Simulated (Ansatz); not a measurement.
Consider this model of amorphous Co$_{16}$Ti$_{16}$Zr$_{16}$.

```xyz
48
Lattice="8.9852 -0.5831 0.0505 -0.5831 9.7141 -0.1983 0.0505 -0.1983 9.3894" Properties=species:S:1:pos:R:3 pbc="T T T"
Co     0.8614     5.6689     7.0536
Co     5.6179     3.3667     1.8549
Co     3.9350     6.8389     1.2826
Co     5.3650     0.7866     0.6532
Co     4.0471     5.0888     8.5658
Co     0.8977     3.4098     0.9290
Co     0.0175     3.1219     3.7829
Co     7.4039     6.7241     3.5859
Co     2.0213     9.4586     3.3423
Co     0.4499     0.4899     6.6529
Co     3.9962     3.4791     3.8763
Co     6.6768     2.8802     6.6702
Co     6.1950     0.8644     4.9539
Co     1.6856     8.3004     7.7839
Co     7.0470     9.0006     0.5245
Co     3.2687     2.0653     0.7058
Ti     5.2040     2.9677     8.8925
Ti     1.6712     1.7774     2.5680
Ti     8.1537     5.1031     5.5607
Ti     2.2380     1.5058     5.3350
Ti     2.5852     7.1040     3.1401
Ti    -0.2870     8.5281     1.9521
Ti     4.4458     2.9868     6.0649
Ti     5.9395     5.2395     7.1644
Ti     8.4359     0.1465     4.3862
Ti    -0.0881     2.8976     6.1750
Ti     6.6804     3.1972     4.1632
Ti     4.5763     1.4290     3.0936
Ti     2.7287     9.2843     0.9906
Ti     3.7805     9.1398     5.0381
Ti     5.1222     5.6853     3.9670
Ti     2.2436     3.4808     8.0113
Zr     5.4576     8.5139     2.5819
Zr    -0.1499     5.4045     2.4380
Zr     6.2592     5.7516     1.0973
Zr     7.5693     1.6750     1.7256
Zr     8.2722     3.7587     8.7522
Zr     3.7704     0.6168     7.7833
Zr     0.6864     8.1426     5.2017
Zr     1.8764     4.5369     4.7258
Zr     4.9293     7.8223     8.6386
Zr     8.1218     7.1014     8.2099
Zr     1.6885     6.5489     0.0101
Zr     0.9306     0.8054     9.1439
Zr     6.3689     7.7957     5.7003
Zr     3.2675     6.4838     6.4668
Zr     3.1724     4.4167     1.6697
Zr     7.0458     0.5699     7.7838
```

These are PBE, scalar-relativistic without spin-orbit coupling (plane waves to 420 eV, PAW; Ansatz, a program for electronic structure) values and carry that method's errors.

Preparation: random packing, a CHGNet melt and quench, and a DFT relaxation. The hot cell started wider than the set density and was brought back towards it in steps. It is the lowest in DFT energy of 3 quenches. It is a model cell: composition and starting density were chosen by hand, and all elements were melted together. No dispersion term was used. Its density started from a set value of 6.25 and ended at 6.45 g/cm³. The quench (nominally 140 K/ps over its main leg) was far faster than any real one, so the model tends to hold more defects than a real film. Values belong to this one cell and scatter from quench to quench. Volume and shape were free in the relaxation. On a 2×2×2 Γ-centred mesh force components of up to 0.17 eV/Å stay, since the relaxation ran on one k-point at (1/4, 1/4, 1/4).

Neighbours within Co-Co 3.12 Å, Co-Ti 3.46 Å, Co-Zr 3.24 Å, Ti-Ti 3.90 Å, Ti-Zr 4.14 Å, Zr-Zr 4.18 Å count as bonded.

### Question
Give the coordination numbers, mean bond lengths and angles.

### Answer

```
Quantity                                                                        Result
-----------------------  -------------------------------------------------------------
Mean coordination of Co                9.50 (1 with 8, 8 with 9, 5 with 10, 2 with 11)
Mean coordination of Ti  14.62 (2 with 13, 5 with 14, 7 with 15, 1 with 16, 1 with 17)
Mean coordination of Zr             15.38 (3 with 14, 6 with 15, 5 with 16, 2 with 17)
Mean Zr-Zr bond                                   3.363 Å (spread 0.255 Å, 47 counted)
Mean Ti-Zr bond                                   3.282 Å (spread 0.294 Å, 87 counted)
Mean Ti-Ti bond                                   3.117 Å (spread 0.266 Å, 41 counted)
Mean Co-Ti bond                                   2.644 Å (spread 0.295 Å, 65 counted)
Bond angle at Co                                              mean 97.9°, spread 32.5°
Bond angle at Ti                                              mean 95.5°, spread 34.7°
Bond angle at Zr                                              mean 95.0°, spread 34.8°
```

### Question
What Bader charges do the atoms carry, from a run on one k-point at (1/4, 1/4, 1/4)?

### Answer
Means (range): Co -1.65 e (-2.07 to -1.29), Ti +0.79 e (+0.40 to +1.09), Zr +0.86 e (+0.42 to +1.16).
```csv
atom,charge (e)
Co1,-1.70
Co2,-1.36
Co3,-1.72
Co4,-1.37
Co5,-1.58
Co6,-1.63
Co7,-1.80
Co8,-2.01
Co9,-2.07
Co10,-1.71
Co11,-1.67
Co12,-1.83
Co13,-1.47
Co14,-1.50
Co15,-1.73
Co16,-1.29
Ti17,+0.95
Ti18,+0.93
Ti19,+0.65
Ti20,+0.69
Ti21,+0.52
Ti22,+0.83
Ti23,+0.67
Ti24,+0.40
Ti25,+0.91
Ti26,+0.82
Ti27,+0.98
Ti28,+1.09
Ti29,+1.01
Ti30,+0.50
Ti31,+0.78
Ti32,+0.95
Zr33,+1.13
Zr34,+0.73
Zr35,+0.85
Zr36,+1.16
Zr37,+0.84
Zr38,+0.66
Zr39,+1.03
Zr40,+0.69
Zr41,+0.86
Zr42,+0.80
Zr43,+0.87
Zr44,+1.06
Zr45,+0.42
Zr46,+0.60
Zr47,+1.11
Zr48,+0.97
```
